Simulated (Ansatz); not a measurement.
Bulk modulus B0 of Mg4N2O (model structure, started from the Ca4P2O type, I4/mmm, No. 139, 7 atoms in the cell) at several levels of theory

No measured value is used here.

```csv
level (code),value (GPa),cell (Å³/atom)
LDA (Ansatz),?,11.02
PBE (Ansatz),107,11.77
PBEsol (Ansatz),114,11.46
r²SCAN (Ansatz),122,11.34
```

Problem. Some entries are withheld; supply them.

Solution. 
- LDA (Ansatz, a first-principles code), value (GPa): 125

LDA, PBE, PBEsol, r²SCAN: the bulk modulus is −V dP/dV from two relaxed cells at ±2 % in volume. Each level is taken at its own relaxed cell. Cutoffs differ between the levels. Ansatz's density-functional and Hartree–Fock values are scalar-relativistic unless marked +SOC, with PAW data made under PBE.

A model structure was made by putting elements into a prototype or built by hand; it is no filed structure, need not be a known phase, and can be a saddle point held by its symmetry.
